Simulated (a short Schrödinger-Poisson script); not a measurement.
System: gated Al0.2Ga0.8As/GaAs δ-doped gas, at 20 K.

```tsv
layer	material	thickness (nm)	Na (cm⁻³)
1	Al0.2Ga0.8As	15	-
2	Al0.2Ga0.8As	5	-
3	GaAs	6000	2e15
```

Constants are typed, rounded textbook-type inputs, not results; the design itself was drawn at random and stands for no fabricated device. Al0.2Ga0.8As: permittivity 12.33, conduction-band edge (eV) 0.158, gap (eV) 1.673, electron mass (mₑ) 0.0836, Nv at 300 K (cm⁻³) 9e18. GaAs: permittivity 12.9, conduction-band edge (eV) 0, gap (eV) 1.424, Nv at 300 K (cm⁻³) 9e18.

Channel valleys (confinement mass, in-plane density-of-states mass, number): Γ 0.067, 0.067, 1. At the gate the conduction-band edge of layer 1 lies 0.91 eV − eVg above the Fermi level of the channel; the field vanishes at the back. Sheet of ionised δ-doping: +2.9e12 e/cm² at 15 nm from the gate. The barrier under the gate holds no holes. Gaps are held at their typed values at every temperature. Mesh 0.08 nm at interfaces.

From a short Schrödinger-Poisson script (our own, NumPy): 1D Poisson equation in equilibrium, electrons quantum, Hartree plus LDA exchange-correlation (BenDaniel-Duke, 40 states a valley, the channel's in-plane mass for all, wave functions free to enter the barrier), parabolic valleys, classical holes, full ionisation, no traps, pinning or gate leakage.

The same stack at other levels of the model or other numerical settings:

| run | sheet density of all electrons at Vg = 0.5 V (cm⁻²) | capacitance at Vg = 0.5 V (μF/cm²) | centroid of the channel electrons at Vg = 0.5 V (nm) | rough cost against the base |
|---|---|---|---|---|
| base | 8.27e11 | 0.464 | 4.61 | about 1 |
| electrons treated as classical, Boltzmann | 1.06e12 | 0.539 | 0.34 | 0.03 |
| electrons treated as classical, Fermi-Dirac | 8.16e11 | 0.448 | 3.70 | 0.1 |
| electrons treated as quantum, Hartree | 7.97e11 | 0.457 | 4.80 | about 1 |
| mesh six times as coarse | 8.27e11 | 0.464 | 4.56 | 0.3 |
| one subband a valley | 8.27e11 | 0.464 | 4.61 | 0.3 |

The classical rows ignore confinement, and Boltzmann statistics overrate the density once the band edge passes the Fermi level.
